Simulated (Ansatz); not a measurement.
## Thermal expansion of hcp (Mg type) Be

Method: the quasi-harmonic free energy, LDA density-functional theory in Ansatz (plane waves, PAW); phonon mesh 5×5×3, k mesh 20×20×9. 

```json
[
 {"T (K)": "50", "α_a (10⁻⁶/K)": "0.1", "α_c (10⁻⁶/K)": "0.0", "C_P (J/mol/K)": "0.1", "bulk modulus B_T (GPa)": "126", "γ": "0.87"},
 {"T (K)": "100", "α_a (10⁻⁶/K)": "1.1", "α_c (10⁻⁶/K)": "0.7", "C_P (J/mol/K)": "1.7", "bulk modulus B_T (GPa)": "126", "γ": "1.04"},
 {"T (K)": "150", "α_a (10⁻⁶/K)": "3.7", "α_c (10⁻⁶/K)": "2.7", "C_P (J/mol/K)": "5.4", "bulk modulus B_T (GPa)": "126", "γ": "1.10"},
 {"T (K)": "200", "α_a (10⁻⁶/K)": "6.6", "α_c (10⁻⁶/K)": "5.2", "C_P (J/mol/K)": "9.6", "bulk modulus B_T (GPa)": "126", "γ": "1.13"},
 {"T (K)": "250", "α_a (10⁻⁶/K)": "9.1", "α_c (10⁻⁶/K)": "7.4", "C_P (J/mol/K)": "13.1", "bulk modulus B_T (GPa)": "125", "γ": "1.14"},
 {"T (K)": "300", "α_a (10⁻⁶/K)": "11.0", "α_c (10⁻⁶/K)": "9.3", "C_P (J/mol/K)": "15.8", "bulk modulus B_T (GPa)": "124", "γ": "1.15"},
 {"T (K)": "350", "α_a (10⁻⁶/K)": "12.4", "α_c (10⁻⁶/K)": "10.7", "C_P (J/mol/K)": "17.9", "bulk modulus B_T (GPa)": "123", "γ": "1.16"},
 {"T (K)": "400", "α_a (10⁻⁶/K)": "13.5", "α_c (10⁻⁶/K)": "11.9", "C_P (J/mol/K)": "19.4", "bulk modulus B_T (GPa)": "122", "γ": "1.16"},
 {"T (K)": "450", "α_a (10⁻⁶/K)": "14.4", "α_c (10⁻⁶/K)": "12.8", "C_P (J/mol/K)": "20.6", "bulk modulus B_T (GPa)": "121", "γ": "1.17"},
 {"T (K)": "500", "α_a (10⁻⁶/K)": "15.1", "α_c (10⁻⁶/K)": "13.5", "C_P (J/mol/K)": "21.5", "bulk modulus B_T (GPa)": "121", "γ": "1.17"},
 {"T (K)": "550", "α_a (10⁻⁶/K)": "15.6", "α_c (10⁻⁶/K)": "14.0", "C_P (J/mol/K)": "22.3", "bulk modulus B_T (GPa)": "120", "γ": "1.18"},
 {"T (K)": "600", "α_a (10⁻⁶/K)": "16.1", "α_c (10⁻⁶/K)": "14.5", "C_P (J/mol/K)": "22.9", "bulk modulus B_T (GPa)": "119", "γ": "1.18"},
 {"T (K)": "650", "α_a (10⁻⁶/K)": "16.6", "α_c (10⁻⁶/K)": "15.0", "C_P (J/mol/K)": "23.4", "bulk modulus B_T (GPa)": "118", "γ": "1.18"},
 {"T (K)": "700", "α_a (10⁻⁶/K)": "17.0", "α_c (10⁻⁶/K)": "15.3", "C_P (J/mol/K)": "23.9", "bulk modulus B_T (GPa)": "117", "γ": "1.18"},
 {"T (K)": "750", "α_a (10⁻⁶/K)": "17.3", "α_c (10⁻⁶/K)": "15.6", "C_P (J/mol/K)": "24.2", "bulk modulus B_T (GPa)": "116", "γ": "1.19"},
 {"T (K)": "800", "α_a (10⁻⁶/K)": "17.7", "α_c (10⁻⁶/K)": "15.9", "C_P (J/mol/K)": "24.6", "bulk modulus B_T (GPa)": "114", "γ": "1.19"},
 {"T (K)": "850", "α_a (10⁻⁶/K)": "18.0", "α_c (10⁻⁶/K)": "16.2", "C_P (J/mol/K)": "24.9", "bulk modulus B_T (GPa)": "113", "γ": "1.19"},
 {"T (K)": "900", "α_a (10⁻⁶/K)": "18.3", "α_c (10⁻⁶/K)": "16.4", "C_P (J/mol/K)": "25.2", "bulk modulus B_T (GPa)": "112", "γ": "1.20"},
 {"T (K)": "950", "α_a (10⁻⁶/K)": "18.6", "α_c (10⁻⁶/K)": "16.7", "C_P (J/mol/K)": "25.4", "bulk modulus B_T (GPa)": "111", "γ": "1.20"},
 {"T (K)": "1000", "α_a (10⁻⁶/K)": "18.8", "α_c (10⁻⁶/K)": "16.9", "C_P (J/mol/K)": "25.6", "bulk modulus B_T (GPa)": "110", "γ": "1.20"}
]
```

| Property | Value |
|---|---|
| conventional lattice constants at 300 K | a = 2.248 Å, c = 3.529 Å |
| entropy at 300 K | 9.1 J/(mol K) |
| adiabatic bulk modulus at 300 K | 126 GPa |
| bulk modulus without vibrations | 131 GPa |
| zero-point volume expansion | 1.87 % |

Computed at 300 K against measurement: linear expansion coefficient 10.40 computed, 11.30 measured 10⁻⁶/K (-8 %; Kaye and Laby Online (NPL), 2.3.5 Thermal expansion); lattice constant a 2.248 computed, 2.286 measured Å (-1.7 %; Wikipedia, Beryllium (infobox)); lattice constant c 3.529 computed, 3.584 measured Å (-1.5 %; Wikipedia, Beryllium (infobox)).  

Values include zero-point motion; explicit anharmonicity at fixed volume is left out.

No phase change or melting is allowed for: the numbers belong to this structure as given.

The PAW data sets were generated under PBE and serve the other functionals too.

Ansatz is a quantum-chemistry and plane-wave program.
